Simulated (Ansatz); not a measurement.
We consider fluorite CoSi2, described by PBEsol-D3(BJ) in Ansatz (plane waves, PAW).

Input:

Ansatz 0.2 input:
```yaml
crystal:
  lattice:
    - [0.0, 2.6331029354, 2.6331029354]
    - [2.6331029354, 0.0, 2.6331029354]
    - [2.6331029354, 2.6331029354, 0.0]
  atoms:
    - { symbol: Co, position: [0.0, 0.0, 0.0] }
    - { symbol: Si, position: [0.25, 0.25, 0.25] }
    - { symbol: Si, position: [0.75, 0.75, 0.75] }
basis:
  ecutwfc: 520
  ecutrho_ratio: 4
  xc_grid: 2
kpoints:
  mp_grid: { grid: [18, 18, 18] }
hamiltonian:
  xc: pbesol
  dispersion: d3bj
  pseudopotentials: { kind: paw }
scf:
  occupations: { method: fermi_dirac, width: 0.05 }
  convergence: { dr2_threshold: 0.0000000003 }
output:
  forces: true
  stress: true
  eigenvalues: true
```

From the output:

```
Crystal: 3 atoms, lattice volume = 36.512 Å³
Basis set: ecut = 520 eV, 941 PW (Γ), exchange–correlation on 60×60×60 points (8 copies of the dense FFT grid, shifted against one another)
Bands: 17, of which v1, the nominal top of the filled ones, is band 13 counted from 1 (12 counted from 0)
Symmetry: 48 space group operations
Space group: Fm-3m (ITA 225), of the structure as read, at distance tolerance 3.3e-5 Å
k-points: 195 of 5832
Functional: x = pbesol(κ = 0.804, μ = 0.12345679012345678), c = pbesol(β = 0.046)
SCF iter   1: F=—  HF=-6338.941023 eV  |F-HF|=—  |Δ(HF+E_count)|=         —  Δρ=1.97e-2  dr2=9.69e-2
SCF iter   2: F=—  HF=-6338.932360 eV  |F-HF|=—  |Δ(HF+E_count)|=   8.66e-3  Δρ=6.39e-3  dr2=1.38e-2
  ...
SCF iter   8: F=—  HF=-6338.931223 eV  |F-HF|=—  |Δ(HF+E_count)|=   1.53e-8  Δρ=6.46e-6  dr2=1.08e-8
SCF iter   9: F=-6338.931223 eV  HF=-6338.931223 eV  |F-HF|=0.00e0  |Δ(HF+E_count)|=  9.87e-10  Δρ=1.22e-7  dr2=4.43e-12
SCF 1 converged in 9 iterations: F = -6338.931223 eV  dr2 = 4.43e-12
SCF converged after 9 iterations
Free energy (F): -6338.931223 eV
Internal energy: -6338.923132 eV  (E = F + TS)
E sigma→0 (E₀):  -6338.927178 eV
Fermi energy:    13.609013 eV
--- Forces (eV/Å), atoms counted from 1 ---
  atom   1  Co    -0.00000000     0.00000000     0.00000000
  atom   2  Si     0.00000000     0.00000000    -0.00000000
  atom   3  Si    -0.00000000     0.00000000     0.00000000
--- Stress (GPa, compression-positive) ---
       -0.000326      -0.000000      -0.000000
        0.000000      -0.000326       0.000000
       -0.000000      -0.000000      -0.000326
  P = ⅓ Tr σ = -0.0003 GPa (-0.003 kbar)
```

The PAW data were made under PBE.

Ansatz is a program for electronic structure.
